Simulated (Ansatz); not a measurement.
We look at the formation energy of Zn_Al in Al (fcc, Fm-3m). Reaction: Zn (hcp) + 63 Al (fcc) → cell A.

Cell A: a supercell of 64 sites of Al (fcc, Fm-3m) with Zn on an Al site (12 Al at 2.85 Å); spin state with PBE: run without spin, k-point mesh 4×4×4.
```yaml
crystal:
  lattice:
    - [11.42999, 0.00000, 0.00000]
    - [5.71499, 9.89866, 0.00000]
    - [5.71499, 3.29955, 9.33255]
  atoms:
    - { symbol: Al, position: [0.00000, 0.00000, 0.00000] }
    - { symbol: Al, position: [0.00000, 0.00000, 0.24999] }
    - { symbol: Al, position: [0.00000, 0.00000, 0.50000] }
    - { symbol: Al, position: [0.00000, 0.00000, 0.75001] }
    - { symbol: Al, position: [0.00000, 0.24999, 0.00000] }
    - { symbol: Al, position: [0.00002, 0.24998, 0.24998] }
    - { symbol: Al, position: [0.00002, 0.24998, 0.50001] }
    - { symbol: Al, position: [0.00000, 0.24999, 0.75001] }
    - { symbol: Al, position: [0.00000, 0.50000, 0.00000] }
    - { symbol: Al, position: [0.00002, 0.50001, 0.24998] }
    - { symbol: Al, position: [0.00000, 0.50000, 0.50000] }
    - { symbol: Al, position: [0.99998, 0.49999, 0.75002] }
    - { symbol: Al, position: [0.00000, 0.75001, 0.00000] }
    - { symbol: Al, position: [0.00000, 0.75001, 0.24999] }
    - { symbol: Al, position: [0.99998, 0.75002, 0.49999] }
    - { symbol: Al, position: [0.99998, 0.75002, 0.75002] }
    - { symbol: Al, position: [0.24999, 0.00000, 0.00000] }
    - { symbol: Al, position: [0.24998, 0.00002, 0.24998] }
    - { symbol: Al, position: [0.24998, 0.00002, 0.50001] }
    - { symbol: Al, position: [0.24999, 0.00000, 0.75001] }
    - { symbol: Al, position: [0.24998, 0.24998, 0.00002] }
    - { symbol: Al, position: [0.25000, 0.25000, 0.25000] }
    - { symbol: Al, position: [0.24998, 0.24998, 0.50001] }
    - { symbol: Al, position: [0.24985, 0.24985, 0.75015] }
    - { symbol: Al, position: [0.24998, 0.50001, 0.00002] }
    - { symbol: Al, position: [0.24998, 0.50001, 0.24998] }
    - { symbol: Al, position: [0.25057, 0.50000, 0.50000] }
    - { symbol: Al, position: [0.25057, 0.50000, 0.74943] }
    - { symbol: Al, position: [0.24999, 0.75001, 0.00000] }
    - { symbol: Al, position: [0.24985, 0.75015, 0.24985] }
    - { symbol: Al, position: [0.25057, 0.74943, 0.50000] }
    - { symbol: Al, position: [0.24985, 0.75015, 0.75015] }
    - { symbol: Al, position: [0.50000, 0.00000, 0.00000] }
    - { symbol: Al, position: [0.50001, 0.00002, 0.24998] }
    - { symbol: Al, position: [0.50000, 0.00000, 0.50000] }
    - { symbol: Al, position: [0.49999, 0.99998, 0.75002] }
    - { symbol: Al, position: [0.50001, 0.24998, 0.00002] }
    - { symbol: Al, position: [0.50001, 0.24998, 0.24998] }
    - { symbol: Al, position: [0.50000, 0.25057, 0.50000] }
    - { symbol: Al, position: [0.50000, 0.25057, 0.74943] }
    - { symbol: Al, position: [0.50000, 0.50000, 0.00000] }
    - { symbol: Al, position: [0.50000, 0.50000, 0.25057] }
    - { symbol: Zn, position: [0.50000, 0.50000, 0.50000] }
    - { symbol: Al, position: [0.50000, 0.50000, 0.74943] }
    - { symbol: Al, position: [0.49999, 0.75002, 0.99998] }
    - { symbol: Al, position: [0.50000, 0.74943, 0.25057] }
    - { symbol: Al, position: [0.50000, 0.74943, 0.50000] }
    - { symbol: Al, position: [0.49999, 0.75002, 0.75002] }
    - { symbol: Al, position: [0.75001, 0.00000, 0.00000] }
    - { symbol: Al, position: [0.75001, 0.00000, 0.24999] }
    - { symbol: Al, position: [0.75002, 0.99998, 0.49999] }
    - { symbol: Al, position: [0.75002, 0.99998, 0.75002] }
    - { symbol: Al, position: [0.75001, 0.24999, 0.00000] }
    - { symbol: Al, position: [0.75015, 0.24985, 0.24985] }
    - { symbol: Al, position: [0.74943, 0.25057, 0.50000] }
    - { symbol: Al, position: [0.75015, 0.24985, 0.75015] }
    - { symbol: Al, position: [0.75002, 0.49999, 0.99998] }
    - { symbol: Al, position: [0.74943, 0.50000, 0.25057] }
    - { symbol: Al, position: [0.74943, 0.50000, 0.50000] }
    - { symbol: Al, position: [0.75002, 0.49999, 0.75002] }
    - { symbol: Al, position: [0.75002, 0.75002, 0.99998] }
    - { symbol: Al, position: [0.75015, 0.75015, 0.24985] }
    - { symbol: Al, position: [0.75002, 0.75002, 0.49999] }
    - { symbol: Al, position: [0.75000, 0.75000, 0.75000] }
```

Reference: Zn (hcp, P6₃/mmc), 2 atoms in the cell, k-point mesh 30×30×12 on the run's own vectors. Conventional cell: a = 2.647 Å, b = 2.647 Å, c = 5.019 Å, α = 90.00°, β = 90.00°, γ = 120.00°.

Reference: Al (fcc, Fm-3m), 64 atoms in the cell, a perfect crystal on lattice vectors that match the other cells', k-point mesh 4×4×4 on the run's own vectors.

Computed with Ansatz (plane waves, PAW), its default PAW set, cutoff 420 eV, 500 eV for r2SCAN. The structures are at rest with PBE, within the held lattices; other levels are single points on them. Neutral cells; Fermi-Dirac smearing of at most 0.10 eV in the solids, energies taken to zero width. The lattices are those relaxed with PBE, so at other levels the solids can be strained, which adds to the spread. Larger cells are relaxed from a start prepared with the learned potential CHGNet, on a coarser mesh till forces fall under 0.03 eV/Å, which some starts already meet. A dispersion term (D3(BJ), or D4 for r2SCAN) was computed beside these levels and is taken off wherever the name lacks it. No zero-point or thermal terms. No structure search was made; lower ones may exist. Values are for these cell sizes. Mesh and cell size may move defect energies by 0.1 eV or more. Cell A has symmetry Fm-3m and got no random move, so less symmetric positions, which may lie lower, weren't tried.

### Question
Estimate the value that r2SCAN returns for this input.

### Answer
0.15 eV, for Zn (hcp) + 63 Al (fcc) → cell A.

### Question
What do the other levels give, and how wide is the spread?

### Answer
| Level | value (eV) | less r2SCAN |
|---|---|---|
| PBE | 0.09 | -0.06 |

The levels span 0.06 eV, from PBE (0.09) to r2SCAN (0.15).

Ansatz is a program for electronic structure.
